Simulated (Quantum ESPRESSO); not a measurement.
Checking a run of Quantum ESPRESSO on SrTiO3 (P6_3/mmc, 30 atoms in the cell). The aim is a self-consistent single point with DFT, PBEsol, plane waves, PseudoDojo standard norm-conserving (PBESOL) pseudopotentials.

Cell that was meant: a = 5.6288 Å, b = 5.6288 Å, c = 13.8860 Å, α = 90.00°, β = 90.00°, γ = 120.00°.

Part of the input:

```fortran
 degauss = 0.00147,
/
&ELECTRONS
 conv_thr = 1.0d-1,
/
ATOMIC_SPECIES
Sr    87.6200  Sr.upf
```

The program printed (abridged):

```
     Message from routine setup:
     using ibrav=0 with symmetry is DISCOURAGED, use correct ibrav instead
     G-vector sticks info
   [... lines left out ...]
                       cart. coord. in units 2pi/alat
        k(    1) = (   0.1666667   0.2886751  -0.2026802), wk =   0.4444444
        k(    2) = (   0.1666667  -0.4811252  -0.2026802), wk =   0.8888889
        k(    3) = (   0.1666667  -0.0962250  -0.2026802), wk =   0.4444444
        k(    4) = (  -0.5000000  -0.8660254  -0.2026802), wk =   0.2222222

     Dense  grid:   272147 G-vectors     FFT dimensions: (  64,  64, 160)

     Initial potential from superposition of free atoms

     starting charge     239.9445, renormalised to     240.0000
     Self-consistent Calculation

     iteration #  1     ecut=    85.00 Ry     beta= 0.70

---- Real-time Memory Report at c_bands before calling an iterative solver
           857 MiB given to the printing process from OS
           752 MiB allocation reported by mallinfo(arena+hblkhd)
------------------

     total energy              =   -1713.98947519 Ry
     estimated scf accuracy    <      10.25844916 Ry

     iteration #  2     ecut=    85.00 Ry     beta= 0.70

---- Real-time Memory Report at c_bands before calling an iterative solver
   [... lines left out ...]

---- Real-time Memory Report at c_bands before calling an iterative solver
          1175 MiB given to the printing process from OS
           872 MiB allocation reported by mallinfo(arena+hblkhd)
------------------

     total energy              =   -1719.57577573 Ry
     estimated scf accuracy    <       0.11628569 Ry

     iteration #  7     ecut=    85.00 Ry     beta= 0.70

---- Real-time Memory Report at c_bands before calling an iterative solver
          1184 MiB given to the printing process from OS
           881 MiB allocation reported by mallinfo(arena+hblkhd)
------------------
     End of self-consistent calculation

   [... 15 lines left out ...]

   [... 15 lines left out ...]

   [... 15 lines left out ...]

   [... 15 lines left out ...]

     the Fermi energy is     9.4930 ev

!    total energy              =   -1719.58530541 Ry
     estimated scf accuracy    <       0.02001486 Ry
     smearing contrib. (-TS)   =      -0.00000000 Ry
     internal energy E=F+TS    =   -1719.58530541 Ry

     convergence has been achieved in   7 iterations

     Forces acting on atoms (cartesian axes, Ry/au):

     atom    1 type  1   force =     0.00000000    0.00000000    0.00842425
     atom    2 type  1   force =     0.00000000   -0.00000000   -0.00842425
     atom    3 type  1   force =     0.00000000    0.00000000    0.00842425
   [... lines left out ...]
     Total force =     0.052589     Total SCF correction =     0.327005
   [... lines left out ...]

          total   stress  (Ry/bohr**3)                   (kbar)     P=     -105.54
  -0.00073197   0.00000000   0.00000000         -107.68        0.00        0.00
   0.00000000  -0.00073197   0.00000000            0.00     -107.68        0.00
   0.00000000   0.00000000  -0.00068832            0.00        0.00     -101.26

   JOB DONE.
```

Q: Is this run sound? If not, what is wrong?

A: The run is not sound. The fault is a convergence threshold that is too loose. A loop that stops early leaves an energy error of second order in the density error, but errors of first order in forces and stress. To fix it, tighten the threshold. The run converged in 7 iterations without an error; against the sound input the free energy rises by 6.1 meV/atom, the pressure goes from -7.10 to -10.55 GPa, the largest force goes from 0.373 to 0.288 eV/Å and the gap on the mesh goes from 2.219 to 2.370 eV. The full log also holds: “SCF correction compared to forces is large: reduce conv_thr to get better values”.

The sound input it was made from differs as follows (other fixes are possible):
```diff
- conv_thr = 1.0d-1,
+ conv_thr = 1.0d-10,
```

With that input, the run converged in 15 iterations: free energy E − TS -23396.3321 eV; top of the valence band (on the code's own zero) 8.97 eV; gap on the k-point mesh 2.22 eV; pressure -7.10 GPa; largest force (vector length) 0.373 eV/Å (DFT, PBEsol, plane waves, PseudoDojo standard norm-conserving (PBESOL) pseudopotentials).

On the sound input: the starting cell comes from a database of computed structures (which also holds hypothetical and non-ambient phases and stackings), without a prior relaxation at this level. With a pressure of about -7 GPa the cell is away from its equilibrium volume at this level. The shifted mesh does not hold Γ, so a gap read on it misses any band edge there.
